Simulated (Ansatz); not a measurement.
The starting structures come from a database of crystals and need not be the phases stable at ambient conditions.

The decay constant κ of evanescent states in the gap governs leakage through a thin film.

Input:

```
CELL_PARAMETERS angstrom
      6.16541     0.00000     0.00000
     -3.08270     5.33940     0.00000
      0.00000     0.00000    12.74294
ATOMIC_POSITIONS crystal
  In 0.00000 0.00000 0.25000
  In 0.00000 0.00000 0.75000
  Ag 0.66667 0.33333 0.25000
  Ag 0.33333 0.66667 0.75000
  P  0.66667 0.33333 0.66170
  P  0.33333 0.66667 0.33830
  P  0.66667 0.33333 0.83830
  P  0.33333 0.66667 0.16170
  S  0.67968 0.65711 0.88327
  S  0.32032 0.34289 0.11673
  S  0.34289 0.02257 0.88327
  S  0.65711 0.97743 0.11673
  S  0.97743 0.32032 0.88327
  S  0.02257 0.67968 0.11673
  S  0.97743 0.65711 0.61673
  S  0.02257 0.34289 0.38327
  S  0.67968 0.02257 0.61673
  S  0.32032 0.97743 0.38327
  S  0.34289 0.32032 0.61673
  S  0.65711 0.67968 0.38327
```

Space group of this cell: P-31c. The cell was relaxed by PBE-D3(BJ); by r2SCAN its mean pressure is 0.7 GPa.

Transport runs along the normal of the first two printed cell vectors, the (001) plane of the conventional cell.

No gap correction and no spin-orbit coupling; mid-gap values are interpolated between computed energies.

Question: Compute, with r2SCAN (Ansatz, a quantum-chemistry and plane-wave program), the band gap and the smallest decay constant κ at mid-gap.

Answer: Gap 1.42 eV on a 6×6×4 mesh; κ = 0.223 1/Å, at the zone centre.
